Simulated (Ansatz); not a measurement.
Base system: Al2O3 in the corundum structure (space group R-3c, No. 167; a = 4.729 Å, c = 12.892 Å (hexagonal axes)). Axes: x lies along a and z along c of the hexagonal cell.

One thing is altered: the cell is stretched by 2.25 % along z with no lateral relaxation; the atoms relax in the strained cell.

Level of theory: LDA (Ansatz, an electronic-structure program; PAW; 420 eV plane waves; scalar-relativistic without spin-orbit coupling).

Base, band edges from the VBM (valence, conduction): Γ 0.00, 6.43; F -0.26, 9.47; S₂ -0.29, 9.56; S₀ -0.29, 9.56; L -0.29, 9.48; H₀ -0.53, 9.74; H₂ -0.53, 9.74; T -0.40, 8.77 eV.

Question: Give the band edges at the high-symmetry points of the new zone, measured from its valence-band maximum.

Answer: 
```csv
point,valence edge (eV),conduction edge (eV)
Γ,0.00,6.14
T,-0.33,8.60
H₂,-0.53,9.47
H₀,-0.53,9.47
L,-0.34,9.29
S₀,-0.32,9.26
S₂,-0.32,9.26
F,-0.31,9.44
```

The gap is 6.14 eV, direct at Γ.

Stability against distortions was not tested.
